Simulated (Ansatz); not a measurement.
Si under load (space group P6_3/mmc), r2SCAN with spin-orbit coupling, rigid bands in Ansatz (a quantum-chemistry and plane-wave program). Condition of this run: uniaxial stress along c of -7.2 GPa (compression positive) (the target of the relaxation). Band gap 0.67 eV, N_c = 8.70e19 cm⁻³ and N_v = 8.07e18 cm⁻³ at 300 K, conductivity masses along z (a = (3.80, 0.00, 0.00) Å; b = (-1.90, 3.29, 0.00) Å; c = (0.00, 0.00, 6.57) Å) of 0.182 mₑ (electrons) and 0.637 mₑ (holes). Take k_BT = 0.02585 eV.

Q: Find the intrinsic carrier density and the intrinsic Fermi level.

A: n_i = √(N_c N_v) exp(−E_g/2k_BT) = 2.65e19 × exp(−12.96) = 6.2e13 cm⁻³. The level lies (k_BT/2) ln(N_v/N_c) = -31 meV from mid-gap (positive towards the conduction band). Each 0.1 eV added to the gap lowers n_i by a factor of 6.9.

Q: What built-in voltage has an abrupt junction with N_A = 1e17 and N_D = 1e17 cm⁻³, all dopants ionised?

A: V_bi = E_g/e − (k_BT/e) ln(N_c N_v/(N_A N_D)) = 0.67 − 0.02585 × 11.16 = 0.38 V, for the computed gap.

Q: What thermal injection velocity √(2k_BT/πm) limits a ballistic channel along the direction named?

A: 1.26e7 cm/s for electrons and 6.74e6 cm/s for holes, a ratio of √(m_h/m_e) = 1.87, for dilute carriers.

Rigid bands with the computed gap; masses take one relaxation time for all states. Geometry: cell and atoms relaxed with PBEsol.
